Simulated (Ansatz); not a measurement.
Levels about the gap of amorphous In₉Ga₉Zn₉O₃₇K₂ (66 atoms in a cell of 860 Å³, 5.63 g/cm³; zone centre alone, so wide bands show as single levels with stretches between that a denser mesh fills), at the geometry that PBE relaxed, where it gives 0.7 GPa on a denser mesh. The participation number counts the atoms over which a state spreads; weights are charges in smoothed Voronoi cells. The levels come from a single point, so bond lengths are those of that geometry. Method of the levels: PBE, scalar-relativistic without spin-orbit coupling (Ansatz, a first-principles code). Sampling: the zone centre alone; Fermi-Dirac width 0.02 eV; no spin polarisation. At PBE the levels at the filled edge of the gap are localised (band-tail or defect states).

It comes from a melt-quench run on a machine-learned potential (CHGNet), relaxed afterwards by DFT. O atoms were pushed apart under 1.9 Å during the dynamics, to hinder bonds among them. The hot cell started wider than the set density and was brought back towards it in steps. It is the lowest in DFT energy of 2 quenches. It is a model cell: composition and starting density were chosen by hand, and all elements were melted together. No dispersion term was used. Its density started from a set value of 5.63 and ended at 5.63 g/cm³. The quench (nominally 210 K/ps over its main leg) was far faster than any real one, so the model tends to hold more defects than a real film. A cell of this size samples the disorder only roughly. The volume was held where the preparation left it and the shape relaxed, at a PBE pressure of 0.7 GPa. Stress components on the final sampling reach 0.8 GPa.

```json
[
 {"E - E(highest filled), eV": "-0.36", "filling": "filled", "participation number": "16.6", "largest on": "O, 3 neighbours", "weight O": "0.82", "weight In": "0.02", "weight Ga": "0.01", "weight Zn": "0.15"},
 {"E - E(highest filled), eV": "-0.36", "filling": "filled", "participation number": "23.8", "largest on": "O, 3 neighbours", "weight O": "0.86", "weight In": "0.02", "weight Ga": "0.02", "weight Zn": "0.10"},
 {"E - E(highest filled), eV": "-0.32", "filling": "filled", "participation number": "18.5", "largest on": "O, 3 neighbours", "weight O": "0.90", "weight In": "0.02", "weight Ga": "0.02", "weight Zn": "0.06"},
 {"E - E(highest filled), eV": "-0.29", "filling": "filled", "participation number": "6.9", "largest on": "O, 3 neighbours", "weight O": "0.90", "weight In": "0.02", "weight Ga": "0.01", "weight Zn": "0.06"},
 {"E - E(highest filled), eV": "-0.25", "filling": "filled", "participation number": "14.1", "largest on": "O, 3 neighbours", "weight O": "0.91", "weight In": "0.03", "weight Ga": "0.02", "weight Zn": "0.04"},
 {"E - E(highest filled), eV": "-0.14", "filling": "filled", "participation number": "13.2", "largest on": "O, 3 neighbours", "weight O": "0.86", "weight In": "0.01", "weight Ga": "0.02", "weight Zn": "0.10"},
 {"E - E(highest filled), eV": "0.00", "filling": "filled", "participation number": "8.1", "largest on": "O, 3 neighbours", "weight O": "0.80", "weight In": "0.02", "weight Ga": "0.01", "weight Zn": "0.16"},
 {"E - E(highest filled), eV": "0.96", "filling": "empty", "participation number": "61.6", "largest on": "In, 5 neighbours", "weight O": "0.52", "weight In": "0.20", "weight Ga": "0.12", "weight Zn": "0.15"},
 {"E - E(highest filled), eV": "3.63", "filling": "empty", "participation number": "35.4", "largest on": "In, 6 neighbours", "weight O": "0.58", "weight In": "0.26", "weight Ga": "0.09", "weight Zn": "0.06"},
 {"E - E(highest filled), eV": "3.68", "filling": "empty", "participation number": "33.6", "largest on": "In, 5 neighbours", "weight O": "0.60", "weight In": "0.26", "weight Ga": "0.05", "weight Zn": "0.09"},
 {"E - E(highest filled), eV": "3.71", "filling": "empty", "participation number": "21.5", "largest on": "In, 5 neighbours", "weight O": "0.56", "weight In": "0.28", "weight Ga": "0.06", "weight Zn": "0.08"},
 {"E - E(highest filled), eV": "3.91", "filling": "empty", "participation number": "28.7", "largest on": "In, 5 neighbours", "weight O": "0.58", "weight In": "0.29", "weight Ga": "0.06", "weight Zn": "0.06"},
 {"E - E(highest filled), eV": "4.13", "filling": "empty", "participation number": "47.6", "largest on": "Zn, 4 neighbours", "weight O": "0.58", "weight In": "0.17", "weight Ga": "0.09", "weight Zn": "0.15"},
 {"E - E(highest filled), eV": "4.37", "filling": "empty", "participation number": "47.7", "largest on": "Ga, 5 neighbours", "weight O": "0.58", "weight In": "0.10", "weight Ga": "0.17", "weight Zn": "0.14"}
]
```

Most localised among these is the filled level at -0.29 eV, on a O atom, which has 3 neighbours (Zn 2.04 Å, In 2.09 Å, In 2.13 Å).
